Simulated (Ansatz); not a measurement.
**PBE-D3(BJ) against PBEsol-D3(BJ): hypothetical CdI2 type MnF2**

The reference is MnF2 in the CdI2 type structure (space group P-3m1, No. 164; a = 3.328 Å, c = 4.281 Å; ferromagnetic; a hypothetical phase, not in the database extracts checked; layered, stacked along the Cartesian z axis).

(Cell as relaxed with PBE-D3(BJ).)

Levels (all Ansatz, an electronic-structure program, PAW): PBE-D3(BJ) (420 eV, spin-orbit coupling left out); PBEsol-D3(BJ) (420 eV, no spin-orbit coupling).

Each level relaxes its own structure.

```tsv
quantity	PBE-D3(BJ)	PBEsol-D3(BJ)
volume per atom	13.69 Å³	12.91 Å³
lattice parameter a	3.328 Å	3.280 Å
lattice parameter c	4.281 Å	4.155 Å
band gap	1.70 eV	1.46 eV
gap character	indirect, A → Γ	indirect, A → Γ
electron mass	0.65 mₑ along c, 0.51 mₑ across	0.60 mₑ along c, 0.51 mₑ across
magnetic state	ferromagnetic	ferromagnetic
largest site moment	4.21 μB	4.17 μB
```

PBE-D3(BJ)'s volume per atom lies 0.78 Å³ above PBEsol-D3(BJ)'s (6.1 %); PBE-D3(BJ)'s lattice parameter a lies 0.048 Å above PBEsol-D3(BJ)'s (1.5 %); PBE-D3(BJ)'s lattice parameter c lies 0.126 Å above PBEsol-D3(BJ)'s (3.0 %); PBE-D3(BJ)'s band gap lies 0.233 eV above PBEsol-D3(BJ)'s; PBE-D3(BJ)'s largest site moment lies 0.047 μB above PBEsol-D3(BJ)'s; the two agree on the gap character and magnetic state. Neither level is exact; PBEsol-D3(BJ) is the comparison here, not a measurement.

Masses are band curvatures over ±0.01 Å⁻¹ around the edge. Stability against distortions was not tested. No Hubbard U is applied and the magnetic state is the run's own (MnF2 ferromagnetic); small cells can't hold the antiferromagnetic order that many such compounds have, so gaps and moments can be off. The program warned that a D3 coordination switch lies within reach, so dispersion energies are less smooth here.
